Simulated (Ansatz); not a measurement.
ZnSiP2 under a change: P on a Zn site (antisite), symmetric start

The reference is a 16-atom supercell of ZnSiP2 in the chalcopyrite structure (space group I-42d, No. 122; a = 5.378 Å, c = 10.466 Å) at its relaxed geometry.

Modification: a neutral P on a Zn site (antisite), symmetric start, atoms relaxed at fixed cell.

Method: DFT with r2SCAN, PAW potentials and a 500 eV plane-wave cutoff in Ansatz (a first-principles code), no spin-orbit coupling. k-mesh 3×4×4 (Γ-centred); smearing 0.01 eV (Fermi–Dirac).

| quantity | base | changed | shift |
|---|---|---|---|
| energy gained by relaxation | – | 0.06 eV | – |
| largest displacement of a host atom from its site in the perfect cell | – | 0.07 Å | – |
| mean distance from the defect site to its nearest host atoms | 2.36 Å | 2.39 Å | +0.03 Å |

Other magnetic orders, which the real material may have, were not ruled out. The cell is small, so the values are those of an ordered compound at a high defect concentration; dilute-limit values will differ. The mesh was chosen for an insulator and is coarse for the gapless case. The defect started on the symmetric site and kept its symmetry, so it may sit on a saddle. Starting moments died away, wholly or in part, for P on a Zn site (antisite); another magnetic solution may exist. The defect cell is spin-polarised and ends with 0.0 μB.
